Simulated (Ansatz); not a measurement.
Take Ru in the hcp (Mg type) structure (space group P6_3/mmc, No. 194) as the base.

```
Ru
1.0
    2.69188     0.00000     0.00000
   -1.34594     2.33123     0.00000
    0.00000     0.00000     4.24566
Ru
2
Direct
  0.33333   0.66667   0.75000
  0.66667   0.33333   0.25000
```

Method: Kohn–Sham DFT with the PBEsol functional, run in Ansatz (a first-principles code) with PAW and 420 eV plane waves, spin-orbit coupling left out.

Before the change:

The volume per atom is 13.32 Å³.

Perturbation: a hydrostatic pressure of 30 GPa.

Task: What does the calculation give for the volume per atom after the change?

Result: The volume per atom drops by 0.93 Å³ to 12.39 Å³.

Load acts through the strain it causes; cell and atoms are relaxed under it. Whether these cells are dynamically stable was not tested. No other phases were tried under pressure. The final runs are not spin-polarised.
